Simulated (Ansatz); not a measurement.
## GaAs: pressure series

Consider GaAs in the zinc blende structure (space group F-43m, No. 216; a = 5.603 Å).

Cell and atoms are relaxed at each pressure.

Level of theory: DFT with LDA, PAW potentials and a 420 eV plane-wave cutoff in Ansatz (a first-principles code), without spin-orbit coupling.

Notes on the quantities. hole mass: degenerate bands, along [100]; enthalpy: H = E + PV relative to the base's energy.

| change | band gap | hole mass | density | enthalpy |
|---|---|---|---|---|
| base | 0.49 eV | 0.028, 0.33, 0.33 mₑ (at Γ) | 5.46 g/cm³ | – |
| pressure −2 GPa | 0.27 eV | – | 5.31 g/cm³ | -0.28 eV/atom |
| pressure −1 GPa | [?] | [?] | [?] | -0.14 eV/atom |
| pressure 0.9 GPa | 0.58 eV | 0.033, 0.33, 0.33 mₑ (at Γ) | 5.53 g/cm³ | +0.12 eV/atom |
| pressure 2.1 GPa | 0.69 eV | 0.039, 0.32, 0.32 mₑ (at Γ) | 5.61 g/cm³ | +0.28 eV/atom |
| pressure 4.5 GPa | 0.90 eV | 0.049, 0.31, 0.31 mₑ (at Γ) | 5.76 g/cm³ | +0.60 eV/atom |
| pressure 9 GPa | 1.09 eV | 0.064, 0.29, 0.29 mₑ (at Γ) | 6.02 g/cm³ | +1.17 eV/atom |
| pressure 15 GPa | 0.99 eV | 0.080, 0.28, 0.28 mₑ (at Γ) | 6.31 g/cm³ | +1.90 eV/atom |
| pressure 22.5 GPa | 0.87 eV | 0.096, 0.26, 0.26 mₑ (at Γ) | 6.63 g/cm³ | +2.77 eV/atom |
| pressure 30 GPa | 0.76 eV | 0.11, 0.24, 0.24 mₑ (at Γ) | 6.91 g/cm³ | +3.60 eV/atom |

Complete the table.


- pressure −1 GPa, band gap: 0.38 eV
- pressure −1 GPa, hole mass: 0.023, 0.34, 0.34 mₑ (at Γ)
- pressure −1 GPa, density: 5.39 g/cm³

Load acts through the strain it causes; cell and atoms are relaxed under it. Effective masses come from finite differences of ±0.01 Å⁻¹. No phonon test of stability was made. Measured, GaAs leaves this structure (for a Cmcm phase) near 15 GPa (room temperature; as listed in arXiv:1906.07825). A zero or small gap of GaAs under pressure −2 GPa can be the functional's error rather than a property of the material.
